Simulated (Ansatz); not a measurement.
Adsorption energy and surface dipole of H on the 1x1 (111) surface of fcc Rh, one in a 2x2 cell, started at the site 'bridge Rh-Rh (span 2.7 Å)', worked from the runs' numbers; total energies count from the potentials' own zero.

Computed with RPBE, at the PBE geometry (plane waves to 420 eV, PAW; Ansatz, a program for electronic structure).

Model: 17-atom slab, 6.5 Å thick at the start under the adsorbate (thin: gaps and levels are the slab's own), 6x6x1 mesh, Fermi-Dirac 0.1 eV, dipole correction, single point; on the structure that PBE left under its start's symmetry; no spin, no spin-orbit, no U, no dispersion correction. At the end it is bonded to 3 Rh. In PBE it is, or lies within 0.03 eV of, the lowest of the starts that converged; the order may differ at this level.

```json
[
 {"quantity": "slab with the adsorbate", "value": "-102576.564 eV"},
 {"quantity": "clean slab, same cell and mesh", "value": "-102560.147 eV"},
 {"quantity": "reference, ½ H2(g)", "value": "-16.036 eV"},
 {"quantity": "area of the cell", "value": "25.41 Å²"},
 {"quantity": "change of the step from the bottom to the top vacuum level", "value": "0.061 eV"}
]
```

Problem. What is the adsorption energy against this reference?

Solution. E(slab + adsorbate) − E(slab) − E(reference) = -0.38 eV, so in this state the adsorbate is more stable than in the reference, at a coverage of 3.94 a nm².
